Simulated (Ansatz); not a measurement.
The starting structures come from a database of crystals and need not be the phases stable at ambient conditions.

Tunnelling through a barrier is set by its complex band structure: the current falls as exp(−2κd) with the smallest κ.

```
LiTaO3
1.0
    5.13396     0.00000     0.00000
    2.56698     4.83802     0.00000
    2.56698    -1.36200     4.35936
Li Ta O
2 2 6
Direct
  0.43356   0.84966   0.28322
  0.43356   0.34966   0.78322
  0.00109   0.99837   0.99946
  0.00109   0.49837   0.49946
  0.51896   0.70551   0.61431
  0.16122   0.70551   0.22447
  0.90880   0.70551   0.86673
  0.16122   0.20551   0.11431
  0.90880   0.20551   0.72447
  0.51896   0.20551   0.36673
```

The cell is strained (lengths along the current scaled by 1.03, ions clamped); by PBEsol it stands under a pressure of -7.6 GPa.

Transport runs along the normal of the first two printed cell vectors.

The gap is the functional's own, uncorrected, and κ follows it; spin-orbit coupling is left out. Mid-gap means the computed energy nearest the middle.

Predict the band gap and the smallest decay constant κ at mid-gap from PBEsol in Ansatz (a program for electronic structure).

Gap 3.69 eV on a 8×8×8 mesh; κ = 0.379 1/Å, at the zone centre.
